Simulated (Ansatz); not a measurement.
The reference is KTaO3 in the cubic perovskite structure (space group Pm-3m, No. 221; a = 4.023 Å).

Now apply this change: a hydrostatic pressure of 4.2 GPa.

Levels (all Ansatz, an electronic-structure program, PAW, earlier PAW set): PBE (420 eV, no spin-orbit coupling); r2SCAN (500 eV, spin-orbit coupling left out); HSE06 (420 eV, without spin-orbit coupling); PBE+SOC (420 eV, noncollinear with spin-orbit coupling).

At the geometry relaxed with PBE, these levels gave the following band gaps, in shuffled order: (a) 2.63 eV, (b) 2.08 eV, (c) 2.22 eV, (d) 3.58 eV.

Question: Match each gap to its level.

Answer: (a) r2SCAN; (b) PBE+SOC; (c) PBE; (d) HSE06.

Single points use the geometry relaxed with PBE. The hybrid gap comes from the SCF mesh plus the semilocal run's edge points and a few special points and is an upper bound. The spin-orbit shifts are approximate. With Ta present, leaving out spin-orbit coupling can change the band edges. Load acts through the strain it causes; cell and atoms are relaxed under it. Whether these cells are dynamically stable was not tested.
